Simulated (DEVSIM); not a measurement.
System: abrupt GaAs n-p junction, at 300 K.

Layer 1 from the left is GaAs, thickness (μm) 8.80, Nd (cm⁻³) 6.1e15, τn (s) 2.9e-8, τp (s) 2.9e-8. Layer 2 from the left is GaAs, thickness (μm) 2.10, Na (cm⁻³) 1.6e15, τn (s) 2.9e-8, τp (s) 2.9e-8.

Left contact: ohmic. Right contact: ohmic. Voltage is applied to the left contact. Recombination: SRH at mid-gap. Mobility is constant in doping.

This is a model device: material constants are rounded textbook-type values typed into the input, and sizes, dopings and lifetimes were drawn at random. Values at 300 K.

GaAs: gap (eV) 1.424, affinity (eV) 4.07, permittivity 12.9, Nc (cm⁻³) 4.7e17, Nv (cm⁻³) 9e18, μn (cm²/Vs) 8500, μp (cm²/Vs) 400.

DEVSIM, 1D drift-diffusion, Boltzmann statistics, complete ionisation; no tunnelling, impact ionisation, image-force lowering or self-heating.

Dark forward current:

| |V| (V) | |J| (A/cm²) |
|---|---|
| 0.05 | 6.335e-11 |
| 0.10 | 2.212e-10 |
| 0.15 | 6.424e-10 |
| 0.20 | 1.785e-9 |
| 0.25 | 4.900e-9 |
| 0.30 | 1.344e-8 |
| 0.35 | 3.713e-8 |
| 0.40 | 1.042e-7 |
| 0.45 | 3.034e-7 |
| 0.50 | 9.508e-7 |
| 0.55 | 3.401e-6 |
| 0.60 | 1.463e-5 |
| 0.65 | 7.573e-5 |
| 0.70 | 0.0004471 |
| 0.75 | 0.002838 |
| 0.80 | 0.01862 |
| 0.85 | 0.1238 |
| 0.90 | 0.8226 |
| 0.95 | 5.325 |
| 1.00 | 30.34 |
| 1.05 | 120.8 |
| 1.10 | 308.8 |
| 1.15 | 588.0 |
| 1.20 | 950.3 |
| 1.25 | 1395 |
| 1.30 | 1921 |

**Question.** Work out the local ideality factor n = ΔV / (kT/q · ln(J2/J1)) between the rows 0.15 and 0.20 V, 0.80 and 0.85 V, 1.25 and 1.30 V.

**Answer.** kT/q = 25.85 mV. From 0.15 to 0.20 V: ln(1.785e-9/6.424e-10) = 1.022, n = 1.89, near the 2 of recombination in the depletion region. From 0.80 to 0.85 V: ln(0.1238/0.01862) = 1.894, n = 1.02, near the 1 of diffusion or emission over a barrier. From 1.25 to 1.30 V: ln(1921/1395) = 0.320, n = 6.05.

**Question.** Estimate the current at 0.80 V from the Shockley equation with J0 = Σ q ni² D/(N L) coth(W/L), τ joining the SRH, radiative and Auger lifetimes that are on, and W taken as the whole layer.

**Answer.** ni² = 5.04e12 cm⁻⁶; holes in the n layer: μ = 400 cm²/Vs, D = 10.3 cm²/s, τ = 2.90e-8 s, L = 5.48 μm, W/L = 1.6, term 2.71e-18 A/cm²; electrons in the p layer: μ = 8500 cm²/Vs, D = 220 cm²/s, τ = 2.90e-8 s, L = 25.2 μm, W/L = 0.083, term 5.29e-16 A/cm². J0 = 5.32e-16 A/cm², and J = J0 exp(qV/kT) = 0.0147 A/cm². The simulation gives 0.0186 A/cm²; the estimate lies 21 % below. The estimate leaves out recombination in the depletion region and that region's share of W.
